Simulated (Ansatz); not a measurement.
The reference is BeTe in the zinc blende structure (space group F-43m, No. 216; a = 5.554 Å). Axes: x, y, z lie along the cube axes.

Method: DFT with LDA, PAW potentials and a 420 eV plane-wave cutoff in Ansatz (a program for electronic structure), scalar-relativistic without spin-orbit coupling.

Strains are applied to the cell and any free atomic positions relax.

One change was made to it. Results:

The band gap decreases by 0.28 eV to 1.51 eV; the energy grows by 4.5 meV/atom; the electron mass becomes 1.3 mₑ along k, 0.25 mₑ across (at X) (base: 1.3 mₑ along k, 0.24 mₑ across (at X)).

### Question
Name the change that was made.
A) uniaxial strain ε_zz = +1.50 %
B) uniaxial strain ε_zz = −2.50 %
C) uniaxial strain ε_zz = +0.50 %
D) uniaxial strain ε_zz = −1.00 %
E) uniaxial strain ε_zz = +1.00 %

### Answer
B, uniaxial strain ε_zz = −2.50 %. For comparison, the band gap in the other runs: uniaxial strain ε_zz = +1.00 % gives 1.77 eV; uniaxial strain ε_zz = +1.50 % gives 1.76 eV; uniaxial strain ε_zz = −1.00 % gives 1.68 eV; uniaxial strain ε_zz = +0.50 % gives 1.78 eV.

Spin-orbit coupling, missing from the scalar runs, can matter with Te. Masses are band curvatures over ±0.01 Å⁻¹ around the edge. Along k means along the line from Γ to the band edge. Stability against distortions was not tested.
